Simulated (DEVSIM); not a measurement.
Structure: Schottky contact on n-type GaN, at 300 K.

```tsv
layer (left to right)	material	thickness (μm)	Nd (cm⁻³)	τn (s)	τp (s)
1	GaN	4.70	9.3e15	2.4e-8	2.4e-8
```

Left contact: Schottky, work function 5.49 eV, emission velocity 4.2e6 cm/s. Right contact: ohmic. Voltage is applied to the left contact. Recombination: SRH at mid-gap, Auger. Mobility is constant in doping.

The device is made up for the run: typed textbook-type constants, with dimensions and the other settings drawn at random. Values at 300 K.

```csv
parameter,GaN
gap (eV),3.43
affinity (eV),4.1
permittivity,9.5
Nc (cm⁻³),2.3e18
Nv (cm⁻³),4.6e19
μn (cm²/Vs),1200
μp (cm²/Vs),100
Cn (cm⁶/s),1e-30
Cp (cm⁶/s),1e-30
```

Simulated with DEVSIM: 1D drift-diffusion, Boltzmann statistics, complete ionisation; no tunnelling, impact ionisation, image-force lowering or self-heating. Metal contacts follow the ideal Schottky-Mott rule: no Fermi-level pinning, no interface dipoles.

The doping Nd of layer 1 was swept, all else fixed.

| doping Nd of layer 1 (cm^-3) | dark forward voltage at 1 A/cm² (V) | largest field in the device at zero bias (V/cm) | potential step across the device at zero bias (V) |
|---|---|---|---|
| 2.8e14 | 1.052 | 11000 | 1.157 |
| 9.3e14 | 1.037 | 20000 | 1.188 |
| 2.8e15 | 1.029 | 36000 | 1.217 |
| 9.3e15 | 1.025 | 66000 | 1.248 |
| 2.8e16 | 1.024 | 120000 | 1.276 |
| 9.3e16 | 1.023 | 210000 | 1.307 |
| 2.8e17 | 1.022 | 370000 | 1.336 |

From the first row to the last the dark forward voltage at 1 A/cm² goes from 1.052 to 1.022. From the first row to the last the largest field in the device at zero bias goes from 11000 to 370000.
